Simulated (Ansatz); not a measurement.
**Several settings converged on HfOs (Pm-3m, 2 atoms in the cell)**

```yaml
crystal:
  lattice:
    - [3.22725, 0.00000, 0.00000]
    - [0.00000, 3.22725, 0.00000]
    - [0.00000, 0.00000, 3.22725]
  atoms:
    - { symbol: Hf, position: [0.00000, 0.00000, 0.00000] }
    - { symbol: Os, position: [0.50000, 0.50000, 0.50000] }
```

Base method: LDA (PW92), default PAW files made with PBE (plane waves; Ansatz, a program for electronic structure).

Base settings: basis.ecutwfc = 30.9 Ry; kpoints.mp_grid.grid = 10 10 10; hamiltonian.xc = lda; hamiltonian.pseudopotentials = {kind: paw} (the program's default PAW files); scf.occupations.method = gaussian; scf.occupations.width = 0.0073 Ry.

Core times come from one kind of shared machine, to one figure; runs under 30 s give none.

**Zone-centre phonons against the cutoff**

In this ladder: phonons.method = dfpt.

The mesh stays at the base's, so the ladder's end is converged at best in this setting alone.

Frequencies are those of the unrelaxed cell, without the LO-TO term of polar crystals.

Only quantities that move along the ladder and can be compared are tabulated.

| basis.ecutwfc | highest zone-centre frequency (cm⁻¹) |
|---|---|
| 15.4 Ry | 144.8 |
| 18.4 Ry | 148.0 |
| 21.7 Ry | 156.7 |
| 26.1 Ry | 155.2 |
| 30.9 Ry | 154.8 |
| 46.3 Ry | 154.7 |

Coarsest basis.ecutwfc that holds the highest zone-centre frequency within 1 cm⁻¹ of the last step, with all finer ones: 26.1 Ry; the step before is off by 2.0 cm⁻¹.

**The force threshold of a relaxation**

On HfOs (P4mm, 2 atoms in the cell): one atom moved by 0.15 angstrom.

In this ladder: relax = atoms.

The mesh stays at the base's, so the ladder's end is converged at best in this setting alone.

Only quantities that move along the ladder and can be compared are tabulated.

| relax.f_tol | largest force left (eV/Å) | relaxation steps | core time / last (rough) |
|---|---|---|---|
| 0.2 eV/Å | 0.0181 | 4 | 0.5 |
| 0.1 eV/Å | 0.0181 | 4 | 0.6 |
| 0.05 eV/Å | 0.0181 | 4 | 0.6 |
| 0.02 eV/Å | 0.0181 | 4 | 0.5 |
| 0.005 eV/Å | 0.0000 | 5 | 0.8 |
| 0.001 eV/Å | 0.0000 | 6 | 1 |

Coarsest relax.f_tol that holds the largest force left within 0.01 eV/Å of the last step, with all finer ones: 0.005 eV/Å; the step before is off by 0.018 eV/Å.

On the base run: the starting cell comes from a database of computed structures (which also holds hypothetical and non-ambient phases and stackings), without a prior relaxation at this level. Its lattice was rescaled by up to half a per cent. Spin polarisation is off. In the base run, with a pressure of about -7 GPa the cell is away from its equilibrium volume at this level.

Keys are those of Ansatz 0.2.
